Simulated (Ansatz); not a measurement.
Electronic density of states of amorphous silicon oxide (Si24O47), density 2.20 g/cm³, on a 2×2×2 Γ-centred mesh with a Gaussian width of 0.1 eV; energies count from the Fermi level, whose place inside the gap is arbitrary. Cell and mesh are small, so fine structure isn't converged. Calculation: PBE, scalar-relativistic without spin-orbit coupling (plane waves to 420 eV, PAW; Ansatz, an electronic-structure program). Sampling: a 2×2×2 Γ-centred mesh; Fermi-Dirac width 0.02 eV; no spin polarisation. The usual formal charges leave 2 electrons over, so the level spacing at the Fermi energy parts defect or band states and needn't be the band gap. At PBE the levels at the filled edge of the gap are localised (band-tail or defect states), and the nearest spread-out levels lie 5.3 eV apart at the zone centre.

A CHGNet melt-quench gave the starting glass, which DFT then relaxed. O atoms were pushed apart under 1.9 Å during the dynamics, to hinder bonds among them. The hot cell started wider than the set density and was brought back towards it in steps. It is the lowest in DFT energy of 2 quenches. It is a model cell: composition and starting density were chosen by hand, and all elements were melted together. No dispersion term was used. Its density started from a set value of 2.25 and ended at 2.20 g/cm³. The simulated quench (nominally 150 K/ps over its main leg) is rapid and tends to freeze in more defects than a deposited or slowly cooled glass has. A cell of this size samples the disorder only roughly. The volume was free in the relaxation, at fixed shape. Stress components on the final sampling reach 1.7 GPa.

```json
[
 {"E - EF (eV)": "-12.00", "states/(eV atom)": "0.11"},
 {"E - EF (eV)": "-11.90", "states/(eV atom)": "0.16"},
 {"E - EF (eV)": "-11.80", "states/(eV atom)": "0.22"},
 {"E - EF (eV)": "-11.70", "states/(eV atom)": "0.20"},
 {"E - EF (eV)": "-11.60", "states/(eV atom)": "0.18"},
 {"E - EF (eV)": "-11.50", "states/(eV atom)": "0.20"},
 {"E - EF (eV)": "-11.40", "states/(eV atom)": "0.22"},
 {"E - EF (eV)": "-11.30", "states/(eV atom)": "0.20"},
 {"E - EF (eV)": "-11.20", "states/(eV atom)": "0.21"},
 {"E - EF (eV)": "-11.10", "states/(eV atom)": "0.23"},
 {"E - EF (eV)": "-11.00", "states/(eV atom)": "0.27"},
 {"E - EF (eV)": "-10.90", "states/(eV atom)": "0.24"},
 {"E - EF (eV)": "-10.80", "states/(eV atom)": "0.18"},
 {"E - EF (eV)": "-10.70", "states/(eV atom)": "0.19"},
 {"E - EF (eV)": "-10.60", "states/(eV atom)": "0.17"},
 {"E - EF (eV)": "-10.50", "states/(eV atom)": "0.13"},
 {"E - EF (eV)": "-10.40", "states/(eV atom)": "0.15"},
 {"E - EF (eV)": "-10.30", "states/(eV atom)": "0.17"},
 {"E - EF (eV)": "-10.20", "states/(eV atom)": "0.18"},
 {"E - EF (eV)": "-10.10", "states/(eV atom)": "0.23"},
 {"E - EF (eV)": "-10.00", "states/(eV atom)": "0.33"},
 {"E - EF (eV)": "-9.90", "states/(eV atom)": "0.37"},
 {"E - EF (eV)": "-9.80", "states/(eV atom)": "0.30"},
 {"E - EF (eV)": "-9.70", "states/(eV atom)": "0.22"},
 {"E - EF (eV)": "-9.60", "states/(eV atom)": "0.22"},
 {"E - EF (eV)": "-9.50", "states/(eV atom)": "0.32"},
 {"E - EF (eV)": "-9.40", "states/(eV atom)": "0.40"},
 {"E - EF (eV)": "-9.30", "states/(eV atom)": "0.41"},
 {"E - EF (eV)": "-9.20", "states/(eV atom)": "0.51"},
 {"E - EF (eV)": "-9.10", "states/(eV atom)": "0.62"},
 {"E - EF (eV)": "-9.00", "states/(eV atom)": "0.58"},
 {"E - EF (eV)": "-8.90", "states/(eV atom)": "0.55"},
 {"E - EF (eV)": "-8.80", "states/(eV atom)": "0.55"},
 {"E - EF (eV)": "-8.70", "states/(eV atom)": "0.55"},
 {"E - EF (eV)": "-8.60", "states/(eV atom)": "0.56"},
 {"E - EF (eV)": "-8.50", "states/(eV atom)": "0.35"},
 {"E - EF (eV)": "-8.40", "states/(eV atom)": "0.20"},
 {"E - EF (eV)": "-8.30", "states/(eV atom)": "0.20"},
 {"E - EF (eV)": "-8.20", "states/(eV atom)": "0.34"},
 {"E - EF (eV)": "-8.10", "states/(eV atom)": "0.29"},
 {"E - EF (eV)": "-8.00", "states/(eV atom)": "0.13"},
 {"E - EF (eV)": "-7.90", "states/(eV atom)": "0.14"},
 {"E - EF (eV)": "-7.80", "states/(eV atom)": "0.15"},
 {"E - EF (eV)": "-7.70", "states/(eV atom)": "0.29"},
 {"E - EF (eV)": "-7.60", "states/(eV atom)": "0.47"},
 {"E - EF (eV)": "-7.50", "states/(eV atom)": "0.44"},
 {"E - EF (eV)": "-7.40", "states/(eV atom)": "0.40"},
 {"E - EF (eV)": "-7.30", "states/(eV atom)": "0.36"},
 {"E - EF (eV)": "-7.20", "states/(eV atom)": "0.35"},
 {"E - EF (eV)": "-7.10", "states/(eV atom)": "0.41"},
 {"E - EF (eV)": "-7.00", "states/(eV atom)": "0.54"},
 {"E - EF (eV)": "-6.90", "states/(eV atom)": "0.58"},
 {"E - EF (eV)": "-6.80", "states/(eV atom)": "0.53"},
 {"E - EF (eV)": "-6.70", "states/(eV atom)": "0.52"},
 {"E - EF (eV)": "-6.60", "states/(eV atom)": "0.47"},
 {"E - EF (eV)": "-6.50", "states/(eV atom)": "0.44"},
 {"E - EF (eV)": "-6.40", "states/(eV atom)": "0.55"},
 {"E - EF (eV)": "-6.30", "states/(eV atom)": "0.73"},
 {"E - EF (eV)": "-6.20", "states/(eV atom)": "0.76"},
 {"E - EF (eV)": "-6.10", "states/(eV atom)": "0.74"},
 {"E - EF (eV)": "-6.00", "states/(eV atom)": "0.74"},
 {"E - EF (eV)": "-5.90", "states/(eV atom)": "0.70"},
 {"E - EF (eV)": "-5.80", "states/(eV atom)": "0.78"},
 {"E - EF (eV)": "-5.70", "states/(eV atom)": "0.79"},
 {"E - EF (eV)": "-5.60", "states/(eV atom)": "0.83"},
 {"E - EF (eV)": "-5.50", "states/(eV atom)": "0.97"},
 {"E - EF (eV)": "-5.40", "states/(eV atom)": "0.94"},
 {"E - EF (eV)": "-5.30", "states/(eV atom)": "0.90"},
 {"E - EF (eV)": "-5.20", "states/(eV atom)": "0.91"},
 {"E - EF (eV)": "-5.10", "states/(eV atom)": "0.88"},
 {"E - EF (eV)": "-5.00", "states/(eV atom)": "0.84"},
 {"E - EF (eV)": "-4.90", "states/(eV atom)": "0.89"},
 {"E - EF (eV)": "-4.80", "states/(eV atom)": "0.88"},
 {"E - EF (eV)": "-4.70", "states/(eV atom)": "0.78"},
 {"E - EF (eV)": "-4.60", "states/(eV atom)": "0.67"},
 {"E - EF (eV)": "-4.50", "states/(eV atom)": "0.67"},
 {"E - EF (eV)": "-4.40", "states/(eV atom)": "0.63"},
 {"E - EF (eV)": "-4.30", "states/(eV atom)": "0.62"},
 {"E - EF (eV)": "-4.20", "states/(eV atom)": "0.66"},
 {"E - EF (eV)": "-4.10", "states/(eV atom)": "0.62"},
 {"E - EF (eV)": "-4.00", "states/(eV atom)": "0.46"},
 {"E - EF (eV)": "-3.90", "states/(eV atom)": "0.25"},
 {"E - EF (eV)": "-3.80", "states/(eV atom)": "0.21"},
 {"E - EF (eV)": "-3.70", "states/(eV atom)": "0.26"},
 {"E - EF (eV)": "-3.60", "states/(eV atom)": "0.14"},
 {"E - EF (eV)": "-3.50", "states/(eV atom)": "0.17"},
 {"E - EF (eV)": "-3.40", "states/(eV atom)": "0.26"},
 {"E - EF (eV)": "-3.30", "states/(eV atom)": "0.11"},
 {"E - EF (eV)": "-3.20", "states/(eV atom)": "0.01"},
 {"E - EF (eV)": "-3.10", "states/(eV atom)": "0.00"},
 {"E - EF (eV)": "-3.00", "states/(eV atom)": "0.00"},
 {"E - EF (eV)": "-2.90", "states/(eV atom)": "0.00"},
 {"E - EF (eV)": "-2.80", "states/(eV atom)": "0.00"},
 {"E - EF (eV)": "-2.70", "states/(eV atom)": "0.00"},
 {"E - EF (eV)": "-2.60", "states/(eV atom)": "0.00"},
 {"E - EF (eV)": "-2.50", "states/(eV atom)": "0.00"},
 {"E - EF (eV)": "-2.40", "states/(eV atom)": "0.00"},
 {"E - EF (eV)": "-2.30", "states/(eV atom)": "0.00"},
 {"E - EF (eV)": "-2.20", "states/(eV atom)": "0.00"},
 {"E - EF (eV)": "-2.10", "states/(eV atom)": "0.00"},
 {"E - EF (eV)": "-2.00", "states/(eV atom)": "0.00"},
 {"E - EF (eV)": "-1.90", "states/(eV atom)": "0.00"},
 {"E - EF (eV)": "-1.80", "states/(eV atom)": "0.00"},
 {"E - EF (eV)": "-1.70", "states/(eV atom)": "0.00"},
 {"E - EF (eV)": "-1.60", "states/(eV atom)": "0.01"},
 {"E - EF (eV)": "-1.50", "states/(eV atom)": "0.08"},
 {"E - EF (eV)": "-1.40", "states/(eV atom)": "0.14"},
 {"E - EF (eV)": "-1.30", "states/(eV atom)": "0.04"},
 {"E - EF (eV)": "-1.20", "states/(eV atom)": "0.00"},
 {"E - EF (eV)": "-1.10", "states/(eV atom)": "0.00"},
 {"E - EF (eV)": "-1.00", "states/(eV atom)": "0.00"},
 {"E - EF (eV)": "-0.90", "states/(eV atom)": "0.00"},
 {"E - EF (eV)": "-0.80", "states/(eV atom)": "0.00"},
 {"E - EF (eV)": "-0.70", "states/(eV atom)": "0.00"},
 {"E - EF (eV)": "-0.60", "states/(eV atom)": "0.00"},
 {"E - EF (eV)": "-0.50", "states/(eV atom)": "0.00"},
 {"E - EF (eV)": "-0.40", "states/(eV atom)": "0.00"},
 {"E - EF (eV)": "-0.30", "states/(eV atom)": "0.00"},
 {"E - EF (eV)": "-0.20", "states/(eV atom)": "0.00"},
 {"E - EF (eV)": "-0.10", "states/(eV atom)": "0.00"},
 {"E - EF (eV)": "0.00", "states/(eV atom)": "0.00"},
 {"E - EF (eV)": "0.10", "states/(eV atom)": "0.00"},
 {"E - EF (eV)": "0.20", "states/(eV atom)": "0.00"},
 {"E - EF (eV)": "0.30", "states/(eV atom)": "0.00"},
 {"E - EF (eV)": "0.40", "states/(eV atom)": "0.00"},
 {"E - EF (eV)": "0.50", "states/(eV atom)": "0.00"},
 {"E - EF (eV)": "0.60", "states/(eV atom)": "0.00"},
 {"E - EF (eV)": "0.70", "states/(eV atom)": "0.00"},
 {"E - EF (eV)": "0.80", "states/(eV atom)": "0.00"},
 {"E - EF (eV)": "0.90", "states/(eV atom)": "0.00"},
 {"E - EF (eV)": "1.00", "states/(eV atom)": "0.00"},
 {"E - EF (eV)": "1.10", "states/(eV atom)": "0.00"},
 {"E - EF (eV)": "1.20", "states/(eV atom)": "0.00"},
 {"E - EF (eV)": "1.30", "states/(eV atom)": "0.01"},
 {"E - EF (eV)": "1.40", "states/(eV atom)": "0.02"},
 {"E - EF (eV)": "1.50", "states/(eV atom)": "0.02"},
 {"E - EF (eV)": "1.60", "states/(eV atom)": "0.04"},
 {"E - EF (eV)": "1.70", "states/(eV atom)": "0.04"},
 {"E - EF (eV)": "1.80", "states/(eV atom)": "0.07"},
 {"E - EF (eV)": "1.90", "states/(eV atom)": "0.06"},
 {"E - EF (eV)": "2.00", "states/(eV atom)": "0.03"},
 {"E - EF (eV)": "2.10", "states/(eV atom)": "0.02"},
 {"E - EF (eV)": "2.20", "states/(eV atom)": "0.02"},
 {"E - EF (eV)": "2.30", "states/(eV atom)": "0.06"},
 {"E - EF (eV)": "2.40", "states/(eV atom)": "0.08"},
 {"E - EF (eV)": "2.50", "states/(eV atom)": "0.07"},
 {"E - EF (eV)": "2.60", "states/(eV atom)": "0.09"},
 {"E - EF (eV)": "2.70", "states/(eV atom)": "0.07"},
 {"E - EF (eV)": "2.80", "states/(eV atom)": "0.05"},
 {"E - EF (eV)": "2.90", "states/(eV atom)": "0.10"},
 {"E - EF (eV)": "3.00", "states/(eV atom)": "0.17"},
 {"E - EF (eV)": "3.10", "states/(eV atom)": "0.18"},
 {"E - EF (eV)": "3.20", "states/(eV atom)": "0.15"},
 {"E - EF (eV)": "3.30", "states/(eV atom)": "0.12"},
 {"E - EF (eV)": "3.40", "states/(eV atom)": "0.16"},
 {"E - EF (eV)": "3.50", "states/(eV atom)": "0.22"},
 {"E - EF (eV)": "3.60", "states/(eV atom)": "0.24"},
 {"E - EF (eV)": "3.70", "states/(eV atom)": "0.26"},
 {"E - EF (eV)": "3.80", "states/(eV atom)": "0.25"},
 {"E - EF (eV)": "3.90", "states/(eV atom)": "0.27"},
 {"E - EF (eV)": "4.00", "states/(eV atom)": "0.29"},
 {"E - EF (eV)": "4.10", "states/(eV atom)": "0.27"},
 {"E - EF (eV)": "4.20", "states/(eV atom)": "0.25"},
 {"E - EF (eV)": "4.30", "states/(eV atom)": "0.26"},
 {"E - EF (eV)": "4.40", "states/(eV atom)": "0.28"},
 {"E - EF (eV)": "4.50", "states/(eV atom)": "0.34"},
 {"E - EF (eV)": "4.60", "states/(eV atom)": "0.36"},
 {"E - EF (eV)": "4.70", "states/(eV atom)": "0.40"},
 {"E - EF (eV)": "4.80", "states/(eV atom)": "0.48"},
 {"E - EF (eV)": "4.90", "states/(eV atom)": "0.49"},
 {"E - EF (eV)": "5.00", "states/(eV atom)": "0.50"},
 {"E - EF (eV)": "5.10", "states/(eV atom)": "0.56"}
]
```

The level spacing at the Fermi energy on this mesh is 2.79 eV; the broadening fills part of it in the curve.
